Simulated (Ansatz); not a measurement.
The reference is SnO in the litharge type structure (space group P4/nmm, No. 129; layered, stacked along the Cartesian z axis).

```yaml
crystal:
  lattice:
    - [3.83710, 0.00000, 0.00000]
    - [0.00000, 3.83710, 0.00000]
    - [0.00000, 0.00000, 4.75861]
  atoms:
    - { symbol: Sn, position: [0.50000, 0.00000, 0.24344] }
    - { symbol: Sn, position: [0.00000, 0.50000, 0.75656] }
    - { symbol: O, position: [0.00000, 0.00000, 0.00000] }
    - { symbol: O, position: [0.50000, 0.50000, 0.00000] }
```

The values are results of PBE-D3(BJ), PAW, 420 eV (Ansatz, a program for electronic structure; no spin-orbit coupling), not measurements.

One change was made to it. Results:

```
quantity         base       after
---------  ----------  ----------
density    6.39 g/cm³  9.80 g/cm³
c/a ratio       1.240       1.101
```

### Question
Which change produced these results?
A. pressure 4.2 GPa
B. pressure 60 GPa
C. pressure 18 GPa

### Answer
B, pressure 60 GPa. For comparison, the density in the other runs: pressure 18 GPa gives 8.09 g/cm³; pressure 4.2 GPa gives 7.00 g/cm³.

Load acts through the strain it causes; cell and atoms are relaxed under it. No phonon test of stability was made. No other phases were tried under pressure. The final runs are not spin-polarised.
